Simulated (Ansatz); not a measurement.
Consider the formation energy of Ti3AuC2 (P6₃/mmc) from the elements. Reaction: 2 C (graphite) + Au (fcc) + 3 Ti (hcp) → Ti3AuC2 (P6₃/mmc). The sign is products less reactants. The value is per atom of the solid.

Ti3AuC2 (P6₃/mmc), 12 atoms in the cell; this is a cell from a database of computed structures that this text hasn't matched to a measured one; spin state with PBE: run without spin, k-point mesh 12×12×2 on the run's own vectors.
```
CELL_PARAMETERS angstrom
      3.04706     0.00000     0.00000
     -1.52353     2.63883     0.00000
      0.00000     0.00000    18.40840
ATOMIC_POSITIONS crystal
  Ti 0.66667 0.33333 0.37162
  Ti 0.33333 0.66667 0.62838
  Ti 0.33333 0.66667 0.87162
  Ti 0.66667 0.33333 0.12838
  Ti 0.00000 0.00000 0.50000
  Ti 0.00000 0.00000 0.00000
  Au 0.00000 0.00000 0.75000
  Au 0.00000 0.00000 0.25000
  C  0.33333 0.66667 0.43030
  C  0.66667 0.33333 0.56970
  C  0.66667 0.33333 0.93030
  C  0.33333 0.66667 0.06970
```

C (graphite, P6₃/mmc), 4 atoms in the cell, k-point mesh 18×18×6 on the run's own vectors. Conventional cell: a = 2.4650 Å, b = 2.4650 Å, c = 6.7419 Å, α = 90.00°, β = 90.00°, γ = 120.00°.

Au (fcc, Fm-3m), 1 atom in the cell, k-point mesh 24×24×24 on the run's own vectors. Conventional cell: a = b = c = 4.1026 Å, α = β = γ = 90.00°.

Ti (hcp, P6₃/mmc), 2 atoms in the cell; spin state with PBE: run without spin, k-point mesh 24×24×14 on the run's own vectors. Conventional cell: a = 2.8870 Å, b = 2.8870 Å, c = 4.5768 Å, α = 90.00°, β = 90.00°, γ = 120.00°.

Plane-wave PAW calculations with Ansatz (an electronic-structure program), its default PAW set, cutoff 420 eV, 500 eV for r2SCAN. The structures are at rest with PBE+D3(BJ); other levels are single points on them. Neutral cells; Fermi-Dirac smearing of at most 0.10 eV in the solids, energies taken to zero width. The lattices are those relaxed with PBE+D3(BJ), so at other levels the solids can be strained, which adds to the spread. A dispersion term (D3(BJ), or D4 for r2SCAN) was computed beside these levels and is taken off wherever the name lacks it. Static lattices, no vibrational contributions. Cells are local rest points, mostly with their start's symmetry. Spin-orbit coupling is left out.

Q: Estimate the value that r2SCAN returns for this input.

A: -0.86 eV/atom, for 2 C (graphite) + Au (fcc) + 3 Ti (hcp) → Ti3AuC2 (P6₃/mmc).

Q: What do the other levels give, and how wide is the spread?

A: 
```csv
Method,value (eV/atom),less r2SCAN
PBE+D3(BJ),-0.79,0.07
r2SCAN+D4,-0.88,-0.02
```

The levels shown span 0.09 eV/atom, from r2SCAN+D4 (-0.88) to PBE+D3(BJ) (-0.79).
